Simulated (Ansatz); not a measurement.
## Si well of 9 atomic layers along [001] in random Si0.7Ge0.3, interfaces sharp

Prepared with Tersoff's 1989 multicomponent potential (SiCGe.tersoff) run with LAMMPS: minimisation. Geometry as solved with Ansatz (a quantum-chemistry and plane-wave program) with PBE, support functions at accuracy medium on the grid of 370 eV.

```xyz
648
Lattice="16.67 0.00 0.00 0.00 16.67 0.00 0.00 0.00 49.69" Properties=species:S:1:pos:R:3 pbc="T T T"
Ge    -0.03     0.01     0.00
Si     1.38     1.41     1.37
Si     2.76     2.75     0.00
Ge     4.15     4.17     1.39
Ge     2.74     0.03     2.81
Si     4.16     1.41     4.20
Ge    -0.03     2.77     2.78
Ge     1.43     4.17     4.20
Si     0.00     0.00     5.57
Si     1.41     1.36     6.92
Si     2.82     2.77     5.60
Si     4.18     4.19     6.95
Si     2.74    -0.02     8.33
Ge     4.16     1.39     9.70
Ge     0.03     2.79     8.31
Si     1.45     4.17     9.72
Si     0.01     0.00    11.13
Si     1.39     1.40    12.48
Si     2.77     2.79    11.12
Si     4.15     4.18    12.49
Si     2.75    -0.01    13.84
Ge     4.17     1.39    15.21
Si     0.02     2.79    13.85
Si     1.35     4.20    15.24
Si     0.03    -0.03    16.67
Si     1.37     1.37    18.05
Ge     2.75     2.81    16.66
Si     4.18     4.20    18.05
Si     2.77    -0.01    19.39
Si     4.17     1.39    20.74
Si     0.00     2.78    19.39
Si     1.39     4.16    20.75
Si     0.00     0.00    22.10
Si     1.39     1.39    23.45
Si     2.78     2.78    22.09
Si     4.17     4.17    23.45
Si     2.78     0.00    24.81
Si     4.17     1.39    26.17
Si     0.00     2.78    24.80
Si     1.40     4.17    26.15
Si     0.00    -0.01    27.51
Si     1.40     1.37    28.87
Si     2.77     2.78    27.52
Si     4.17     4.16    28.87
Si     2.82     0.02    30.23
Si     4.18     1.38    31.63
Si    -0.03     2.73    30.21
Ge     1.41     4.13    31.58
Ge     0.00     0.04    33.02
Si     1.40     1.45    34.40
Si     2.82     2.77    33.02
Si     4.15     4.19    34.38
Ge     2.75    -0.04    35.75
Ge     4.19     1.35    37.19
Si     0.01     2.80    35.79
Si     1.36     4.21    37.15
Si    -0.02    -0.01    38.55
Si     1.31     1.37    39.95
Ge     2.71     2.78    38.56
Ge     4.18     4.22    39.92
Ge     2.76    -0.02    41.32
Si     4.17     1.37    42.70
Si    -0.06     2.75    41.30
Ge     1.33     4.16    42.70
Si    -0.03    -0.02    44.07
Ge     1.35     1.34    45.52
Ge     2.81     2.77    44.11
Si     4.24     4.18    45.47
Si     2.78    -0.02    46.90
Ge     4.17     1.42    48.25
Si    -0.06     2.76    46.88
Ge     1.37     4.12    48.27
Ge    -0.03     5.54     0.02
Ge     1.41     6.95     1.43
Ge     2.81     8.39    -0.02
Si     4.20     9.75     1.42
Si     2.82     5.58     2.83
Si     4.19     6.96     4.19
Ge    -0.05     8.38     2.81
Si     1.40     9.74     4.20
Ge    -0.03     5.59     5.59
Si     1.42     6.97     6.96
Si     2.78     8.33     5.55
Si     4.17     9.70     6.91
Si     2.79     5.56     8.33
Si     4.18     6.88     9.73
Si    -0.02     8.34     8.27
Ge     1.37     9.70     9.70
Ge     0.02     5.53    11.13
Si     1.39     6.93    12.57
Ge     2.80     8.28    11.14
Si     4.15     9.74    12.53
Si     2.78     5.54    13.90
Si     4.17     6.89    15.27
Si    -0.01     8.32    13.89
Si     1.39     9.72    15.22
Si    -0.01     5.57    16.64
Si     1.37     6.93    18.03
Ge     2.79     8.33    16.64
Si     4.19     9.75    18.03
Si     2.77     5.56    19.39
Si     4.17     6.96    20.74
Si    -0.01     8.32    19.39
Si     1.39     9.72    20.73
Si     0.00     5.55    22.10
Si     1.39     6.95    23.45
Si     2.78     8.34    22.09
Si     4.17     9.73    23.45
Si     2.78     5.56    24.80
Si     4.16     6.95    26.16
Si     0.00     8.33    24.80
Si     1.40     9.72    26.15
Si     0.01     5.55    27.50
Si     1.39     6.94    28.87
Si     2.78     8.34    27.52
Si     4.18     9.74    28.87
Si     2.79     5.56    30.20
Ge     4.18     6.96    31.62
Si     0.01     8.33    30.23
Ge     1.41     9.74    31.63
Ge    -0.02     5.55    33.00
Ge     1.41     6.97    34.43
Si     2.82     8.37    33.04
Si     4.20     9.75    34.40
Si     2.80     5.54    35.81
Si     4.16     6.96    37.16
Si    -0.04     8.35    35.80
Ge     1.40     9.74    37.16
Si     0.00     5.57    38.57
Si     1.36     6.99    39.92
Si     2.77     8.31    38.54
Ge     4.17     9.71    39.95
Ge     2.77     5.65    41.34
Si     4.21     7.00    42.75
Si     0.00     8.34    41.33
Si     1.39     9.72    42.71
Si    -0.06     5.55    44.09
Ge     1.40     6.96    45.44
Si     2.81     8.38    44.08
Si     4.15     9.76    45.49
Ge     2.84     5.55    46.88
Si     4.19     6.98    48.27
Ge     0.01     8.41    46.89
Si     1.41     9.80    48.29
Si     0.01    11.11     0.01
Si     1.41    12.45     1.38
Si     2.78    13.80    -0.02
Ge     4.14    15.25     1.36
Si     2.76    11.08     2.77
Ge     4.13    12.47     4.19
Ge     0.00    13.87     2.77
Si     1.36    15.29     4.21
Si    -0.03    11.09     5.53
Ge     1.34    12.55     6.92
Si     2.76    13.94     5.56
Si     4.13    15.27     6.98
Ge     2.81    11.14     8.31
Si     4.17    12.56     9.73
Si    -0.01    13.96     8.35
Si     1.38    15.30     9.74
Ge    -0.01    11.12    11.17
Si     1.45    12.52    12.50
Si     2.78    13.91    11.09
Si     4.14    15.30    12.48
Si     2.78    11.12    13.89
Si     4.14    12.48    15.30
Ge     0.03    13.93    13.86
Si     1.43    15.30    15.29
Ge     0.03    11.08    16.68
Si     1.42    12.52    18.04
Si     2.78    13.89    16.65
Si     4.15    15.26    18.05
Si     2.79    11.12    19.39
Si     4.17    12.50    20.75
Si     0.01    13.89    19.39
Si     1.39    15.28    20.75
Si     0.00    11.11    22.09
Si     1.39    12.50    23.45
Si     2.78    13.89    22.10
Si     4.17    15.28    23.45
Si     2.79    11.12    24.81
Si     4.17    12.51    26.16
Si     0.00    13.89    24.81
Si     1.39    15.28    26.16
Si     0.02    11.11    27.51
Si     1.41    12.50    28.86
Si     2.79    13.90    27.52
Si     4.19    15.28    28.88
Si     2.81    11.14    30.23
Si     4.19    12.50    31.62
Si     0.03    13.90    30.20
Ge     1.44    15.27    31.60
Si     0.03    11.11    33.07
Si     1.44    12.49    34.39
Si     2.82    13.85    33.00
Si     4.17    15.26    34.33
Si     2.82    11.13    35.76
Si     4.17    12.50    37.17
Ge     0.00    13.88    35.80
Si     1.39    15.27    37.21
Si    -0.03    11.10    38.57
Ge     1.41    12.49    39.94
Si     2.81    13.90    38.53
Si     4.18    15.27    39.90
Si     2.78    11.10    41.37
Si     4.15    12.47    42.74
Ge    -0.03    13.91    41.35
Si     1.38    15.27    42.76
Si     0.00    11.09    44.08
Si     1.40    12.45    45.45
Si     2.75    13.85    44.09
Ge     4.15    15.23    45.52
Si     2.78    11.13    46.88
Si     4.17    12.46    48.29
Ge     0.00    13.88    46.81
Ge     1.42    15.25    48.29
Ge     5.61    -0.01    -0.03
Si     7.02     1.38     1.38
Si     8.36     2.75    -0.02
Ge     9.70     4.20     1.39
Si     8.40     0.01     2.76
Si     9.71     1.38     4.19
Ge     5.61     2.76     2.80
Si     6.97     4.21     4.19
Ge     5.53     0.02     5.61
Si     6.94     1.46     6.95
Si     8.32     2.77     5.53
Ge     9.74     4.12     6.96
Ge     8.31     0.04     8.37
Si     9.75     1.42     9.75
Si     5.56     2.83     8.32
Si     6.92     4.15     9.75
Si     5.55    -0.01    11.13
Si     6.92     1.41    12.46
Si     8.31     2.76    11.08
Ge     9.70     4.19    12.46
Ge     8.31     0.03    13.91
Si     9.72     1.40    15.33
Si     5.55     2.80    13.81
Ge     6.94     4.16    15.26
Ge     5.58    -0.01    16.68
Si     6.98     1.42    18.05
Si     8.36     2.78    16.68
Si     9.73     4.17    18.03
Si     8.35     0.00    19.39
Si     9.73     1.39    20.75
Si     5.56     2.79    19.39
Si     6.95     4.18    20.74
Si     5.56     0.00    22.09
Si     6.94     1.39    23.45
Si     8.33     2.78    22.10
Si     9.72     4.17    23.45
Si     8.34     0.00    24.80
Si     9.72     1.39    26.16
Si     5.55     2.78    24.81
Si     6.94     4.17    26.16
Si     5.56     0.00    27.52
Si     6.94     1.38    28.89
Si     8.32     2.77    27.52
Si     9.69     4.19    28.85
Si     8.31    -0.01    30.26
Si     9.67     1.37    31.63
Si     5.53     2.76    30.24
Ge     6.93     4.15    31.64
Si     5.56    -0.02    32.98
Si     6.96     1.33    34.36
Si     8.34     2.74    33.03
Si     9.70     4.13    34.41
Si     8.32    -0.02    35.78
Si     9.69     1.39    37.11
Ge     5.57     2.77    35.73
Ge     6.97     4.20    37.19
Si     5.61    -0.03    38.58
Si     7.00     1.36    39.93
Si     8.37     2.75    38.55
Si     9.72     4.15    39.91
Si     8.33     0.01    41.35
Si     9.68     1.39    42.73
Ge     5.60     2.76    41.33
Si     6.95     4.17    42.75
Ge     5.58     0.01    44.10
Si     6.97     1.43    45.49
Si     8.34     2.80    44.11
Si     9.73     4.19    45.46
Ge     8.34    -0.01    46.90
Si     9.74     1.36    48.34
Si     5.58     2.79    46.83
Ge     6.99     4.15    48.24
Ge     5.59     5.61    -0.01
Si     6.96     7.01     1.43
Si     8.32     8.36     0.02
Si     9.76     9.70     1.35
Si     8.31     5.61     2.81
Si     9.71     7.00     4.14
Si     5.55     8.34     2.80
Si     6.93     9.69     4.19
Si     5.56     5.56     5.55
Si     6.95     6.93     6.89
Si     8.33     8.33     5.55
Si     9.72     9.68     6.95
Ge     8.32     5.57     8.37
Si     9.76     6.97     9.74
Ge     5.55     8.29     8.30
Ge     7.00     9.71     9.73
Si     5.55     5.53    11.12
Si     6.95     6.92    12.46
Si     8.38     8.29    11.14
Si     9.71     9.70    12.52
Si     8.31     5.58    13.86
Ge     9.72     6.96    15.27
Ge     5.57     8.33    13.89
Si     6.96     9.75    15.30
Si     5.55     5.57    16.67
Si     6.94     6.96    18.02
Si     8.32     8.37    16.67
Si     9.73     9.72    18.03
Si     8.33     5.57    19.38
Si     9.72     6.95    20.74
Si     5.56     8.34    19.38
Si     6.95     9.73    20.74
Si     5.56     5.56    22.09
Si     6.94     6.95    23.45
Si     8.34     8.34    22.09
Si     9.72     9.73    23.45
Si     8.33     5.56    24.80
Si     9.72     6.96    26.15
Si     5.56     8.34    24.81
Si     6.94     9.73    26.16
Si     5.55     5.56    27.51
Si     6.93     6.96    28.86
Si     8.33     8.35    27.51
Si     9.71     9.75    28.87
Si     8.30     5.56    30.21
Ge     9.67     6.98    31.60
Si     5.58     8.37    30.23
Si     6.94     9.75    31.62
Si     5.55     5.57    33.05
Si     6.93     6.96    34.41
Si     8.27     8.37    33.02
Si     9.66     9.75    34.37
Si     8.33     5.56    35.74
Ge     9.70     6.93    37.18
Si     5.55     8.34    35.78
Si     6.92     9.74    37.15
Si     5.56     5.63    38.54
Si     6.91     6.99    39.93
Si     8.27     8.35    38.54
Ge     9.69     9.71    39.96
Ge     8.31     5.55    41.29
Ge     9.75     6.96    42.73
Si     5.59     8.35    41.36
Si     6.93     9.75    42.74
Si     5.58     5.58    44.10
Si     6.97     6.94    45.46
Si     8.30     8.35    44.09
Ge     9.67     9.75    45.52
Si     8.36     5.56    46.82
Ge     9.70     6.93    48.31
Ge     5.59     8.36    46.87
Si     6.96     9.75    48.33
Si     5.54    11.10    -0.01
Si     6.94    12.46     1.33
Ge     8.37    13.88    -0.02
Si     9.76    15.30     1.38
Ge     8.31    11.06     2.74
Ge     9.73    12.52     4.14
Ge     5.59    13.84     2.76
Ge     7.00    15.30     4.16
Si     5.55    11.06     5.56
Ge     6.94    12.50     6.95
Si     8.35    13.89     5.57
Ge     9.76    15.27     6.96
Si     8.39    11.10     8.31
Si     9.73    12.49     9.66
Si     5.53    13.92     8.35
Si     6.89    15.29     9.73
Ge     5.54    11.13    11.13
Si     6.97    12.48    12.53
Ge     8.32    13.87    11.07
Ge     9.77    15.30    12.48
Si     8.33    11.08    13.88
Ge     9.73    12.49    15.28
Ge     5.54    13.89    13.90
Si     6.96    15.26    15.30
Si     5.56    11.13    16.65
Si     6.94    12.51    18.02
Si     8.33    13.90    16.68
Si     9.73    15.28    18.02
Si     8.34    11.12    19.38
Si     9.72    12.50    20.74
Si     5.55    13.89    19.39
Si     6.95    15.28    20.74
Si     5.56    11.11    22.10
Si     6.95    12.51    23.45
Si     8.33    13.90    22.10
Si     9.73    15.28    23.45
Si     8.33    11.12    24.80
Si     9.72    12.51    26.16
Si     5.56    13.90    24.80
Si     6.95    15.28    26.16
Si     5.56    11.12    27.52
Si     6.95    12.51    28.89
Si     8.33    13.90    27.53
Si     9.71    15.29    28.89
Si     8.33    11.13    30.26
Si     9.71    12.52    31.62
Si     5.56    13.89    30.25
Si     6.94    15.26    31.62
Si     5.57    11.12    33.00
Si     6.97    12.48    34.36
Si     8.33    13.89    33.00
Si     9.68    15.25    34.41
Si     8.31    11.11    35.77
Si     9.67    12.52    37.15
Ge     5.57    13.89    35.76
Si     6.97    15.28    37.19
Si     5.56    11.12    38.53
Si     6.95    12.47    39.91
Si     8.30    13.86    38.54
Ge     9.71    15.25    39.96
Si     8.30    11.13    41.35
Si     9.71    12.51    42.67
Ge     5.55    13.87    41.32
Si     6.97    15.29    42.70
Si     5.54    11.12    44.13
Si     6.92    12.47    45.53
Ge     8.34    13.88    44.12
Si     9.76    15.26    45.53
Si     8.30    11.14    46.95
Si     9.76    12.48    48.27
Si     5.56    13.84    46.92
Si     6.94    15.23    48.25
Si    11.14    -0.01    -0.01
Si    12.53     1.35     1.36
Si    13.89     2.76     0.02
Si    15.22     4.16     1.40
Si    13.91     0.02     2.77
Si    15.27     1.36     4.20
Ge    11.12     2.73     2.78
Ge    12.56     4.17     4.17
Si    11.11     0.05     5.57
Si    12.51     1.39     6.96
Si    13.92     2.74     5.59
Si    15.24     4.17     6.96
Si    13.86    -0.02     8.31
Ge    15.25     1.37     9.73
Si    11.15     2.75     8.37
Si    12.50     4.17     9.73
Si    11.15     0.04    11.08
Si    12.53     1.38    12.47
Si    13.87     2.80    11.12
Si    15.28     4.13    12.50
Si    13.88    -0.01    13.84
Ge    15.31     1.36    15.24
Ge    11.13     2.76    13.90
Si    12.49     4.20    15.29
Si    11.10     0.00    16.66
Si    12.48     1.36    18.05
Ge    13.88     2.79    16.67
Si    15.31     4.19    18.04
Si    13.90     0.00    19.39
Si    15.28     1.39    20.75
Si    11.11     2.78    19.39
Si    12.51     4.17    20.74
Si    11.12     0.00    22.09
Si    12.50     1.39    23.45
Si    13.89     2.78    22.10
Si    15.28     4.16    23.45
Si    13.89     0.00    24.80
Si    15.29     1.38    26.15
Si    11.11     2.77    24.81
Si    12.50     4.17    26.16
Si    11.11    -0.02    27.51
Si    12.52     1.36    28.84
Si    13.89     2.77    27.50
Si    15.31     4.15    28.84
Si    13.89    -0.01    30.23
Si    15.25     1.39    31.60
Ge    11.08     2.74    30.21
Ge    12.52     4.13    31.65
Ge    11.10    -0.01    33.02
Si    12.51     1.40    34.41
Si    13.91     2.74    33.04
Si    15.28     4.12    34.40
Si    13.91     0.04    35.78
Si    15.31     1.40    37.16
Si    11.09     2.75    35.76
Ge    12.48     4.14    37.19
Ge    11.09     0.02    38.52
Ge    12.56     1.39    39.96
Si    13.96     2.78    38.55
Si    15.29     4.18    39.94
Si    13.91    -0.05    41.35
Si    15.26     1.37    42.71
Ge    11.11     2.81    41.37
Si    12.55     4.19    42.75
Ge    11.12    -0.01    44.10
Si    12.52     1.41    45.47
Si    13.91     2.77    44.09
Si    15.29     4.14    45.47
Ge    13.88    -0.01    46.89
Si    15.25     1.43    48.29
Ge    11.08     2.76    46.88
Ge    12.49     4.17    48.34
Si    11.12     5.60     0.04
Si    12.50     6.97     1.40
Si    13.85     8.38     0.03
Si    15.25     9.77     1.37
Si    13.90     5.59     2.75
Si    15.23     6.96     4.17
Si    11.11     8.34     2.76
Si    12.52     9.70     4.13
Ge    11.11     5.61     5.55
Si    12.51     6.98     6.96
Si    13.87     8.34     5.55
Si    15.27     9.72     6.91
Si    13.85     5.53     8.31
Ge    15.26     6.95     9.69
Si    11.12     8.33     8.34
Si    12.52     9.70     9.69
Si    11.14     5.58    11.08
Si    12.49     6.98    12.47
Si    13.87     8.35    11.11
Si    15.26     9.68    12.52
Ge    13.90     5.58    13.88
Si    15.30     6.97    15.30
Si    11.14     8.35    13.87
Si    12.50     9.70    15.27
Si    11.12     5.55    16.67
Si    12.50     6.94    18.02
Si    13.88     8.33    16.65
Si    15.25     9.69    18.04
Si    13.90     5.56    19.39
Si    15.28     6.94    20.75
Si    11.12     8.33    19.38
Si    12.50     9.72    20.74
Si    11.11     5.56    22.09
Si    12.50     6.95    23.45
Si    13.89     8.34    22.10
Si    15.28     9.73    23.45
Si    13.89     5.55    24.80
Si    15.28     6.94    26.15
Si    11.11     8.34    24.80
Si    12.50     9.73    26.16
Si    11.10     5.56    27.50
Si    12.47     6.97    28.84
Si    13.89     8.34    27.49
Si    15.31     9.70    28.84
Ge    13.92     5.59    30.22
Si    15.29     7.00    31.62
Si    11.09     8.34    30.20
Ge    12.46     9.71    31.64
Ge    11.10     5.56    33.05
Si    12.54     6.97    34.38
Si    13.92     8.35    33.03
Si    15.29     9.73    34.41
Ge    13.92     5.57    35.78
Si    15.31     6.96    37.21
Ge    11.11     8.36    35.74
Ge    12.56     9.72    37.19
Si    11.11     5.55    38.60
Si    12.52     6.92    39.95
Si    13.92     8.30    38.61
Si    15.29     9.72    39.96
Si    13.90     5.55    41.33
Si    15.29     6.94    42.69
Si    11.15     8.31    41.30
Ge    12.54     9.71    42.69
Si    11.15     5.55    44.12
Si    12.52     6.96    45.45
Si    13.93     8.31    44.09
Si    15.27     9.73    45.44
Ge    13.89     5.55    46.85
Ge    15.25     7.01    48.31
Ge    11.15     8.34    46.90
Si    12.50     9.74    48.33
Si    11.12    11.12    -0.01
Si    12.48    12.50     1.38
Si    13.85    13.91     0.02
Si    15.23    15.28     1.40
Si    13.86    11.12     2.75
Si    15.27    12.44     4.15
Si    11.12    13.90     2.73
Ge    12.49    15.31     4.15
Ge    11.14    11.08     5.57
Si    12.52    12.48     7.00
Ge    13.93    13.87     5.59
Si    15.30    15.32     6.97
Si    13.89    11.07     8.31
Ge    15.25    12.53     9.71
Si    11.16    13.87     8.36
Si    12.50    15.29     9.71
Ge    11.09    11.09    11.09
Ge    12.53    12.52    12.51
Si    13.89    13.96    11.10
Si    15.28    15.31    12.47
Si    13.88    11.05    13.89
Ge    15.27    12.48    15.25
Si    11.14    13.92    13.91
Si    12.48    15.33    15.25
Si    11.13    11.07    16.67
Si    12.48    12.47    18.04
Ge    13.86    13.92    16.67
Si    15.31    15.30    18.04
Si    13.89    11.10    19.39
Si    15.28    12.50    20.74
Si    11.10    13.89    19.38
Si    12.51    15.27    20.73
Si    11.11    11.11    22.09
Si    12.50    12.50    23.44
Si    13.89    13.89    22.09
Si    15.28    15.28    23.45
Si    13.89    11.12    24.80
Si    15.28    12.50    26.17
Si    11.11    13.89    24.80
Si    12.50    15.28    26.15
Si    11.10    11.12    27.51
Si    12.47    12.54    28.85
Si    13.89    13.90    27.51
Si    15.29    15.28    28.87
Ge    13.90    11.12    30.21
Ge    15.34    12.52    31.64
Si    11.10    13.90    30.24
Si    12.49    15.29    31.58
Si    11.04    11.11    33.00
Ge    12.46    12.47    34.42
Ge    13.88    13.95    33.02
Si    15.27    15.33    34.43
Si    13.94    11.12    35.79
Si    15.27    12.48    37.21
Si    11.05    13.88    35.78
Ge    12.52    15.25    37.13
Ge    11.11    11.17    38.57
Si    12.54    12.53    39.97
Si    13.91    13.87    38.57
Si    15.27    15.30    39.92
Si    13.93    11.13    41.31
Si    15.26    12.48    42.74
Si    11.14    13.87    41.35
Si    12.53    15.24    42.70
Ge    11.10    11.16    44.09
Si    12.49    12.56    45.50
Si    13.88    13.88    44.10
Si    15.26    15.28    45.43
Ge    13.86    11.10    46.87
Ge    15.27    12.52    48.32
Si    11.12    13.89    46.91
Si    12.48    15.26    48.31
```
